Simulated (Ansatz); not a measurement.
CeCl₃ (P6₃/m, No. 176; cell taken from a computed entry) was calculated with r²SCAN+rVV10 (PAW; Ansatz, an electronic-structure program).

Settings: plane-wave cutoff 500 eV, 6×6×10 k mesh (along the axes of the cell as run), Fermi–Dirac smearing 0.05 eV, spin-polarised start, scalar-relativistic PAW data made under PBE.

Computed at the level's own relaxed cell.

Q: Give the computed volume per atom, lattice constant a and c axis length.

A: 
volume per atom: 25.64 Å³/atom
lattice constant a: 7.429 Å
c axis length: 4.292 Å

Note: the magnetic order was assumed, not searched for or taken from measurement; the relaxation could not lower the start's symmetry, so the cell can be a saddle point above a distorted one; the 4f shell is treated without U or exact exchange, so its levels and filling can be wrong.

Spin–orbit coupling is not included.

Computed values are for the static lattice.

It cost roughly 12 core-minutes of CPU time.
